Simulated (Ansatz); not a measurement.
Reference: ScCuO2 (R-3m), PBEsol, rigid bands (plane waves, PAW, scalar-relativistic; Ansatz, a program for electronic structure); geometry: cell and atoms relaxed with PBEsol.

```
CuScO2
1.0
    1.60109     0.92439     5.64422
   -1.60109     0.92439     5.64422
    0.00000    -1.84878     5.64422
Sc Cu O
1 1 2
Direct
  0.50000   0.50000   0.50000
  0.00000   0.00000   0.00000
  0.89300   0.89300   0.89300
  0.10700   0.10700   0.10700
```

| Item | Result |
|---|---|
| band gap | 2.19 eV |
| electron conductivity mass | 0.70 mₑ |
| Seebeck coefficient, n-type 1e19 cm⁻³ | -381 μV/K |

**Question.** Swap Sc for Rh, keeping the structure type. How do these values move?

**Answer.** RhCuO$_{2}$ (R-3m): volume per atom 12.5 to 11.5 Å³; band gap falls (2.19 eV to 0.66 eV); electron conductivity mass falls (0.70 mₑ to 0.56 mₑ); Seebeck coefficient, n-type 1e19 cm⁻³ stays about the same (-381 μV/K to -380 μV/K).

Moves up to 5 % count as about the same. Masses are for dilute carriers at 300 K, harmonic means over directions unless an axis is named. Seebeck coefficients are for the stated density at 300 K, with one relaxation time for all states and whether or not that doping can be reached. Spin-orbit coupling is left out.

Formula and space group known from diffraction (Crystallography Open Database), not checked to be the room-temperature form: RhCuO2 (R-3m), ScCuO2 (R-3m).
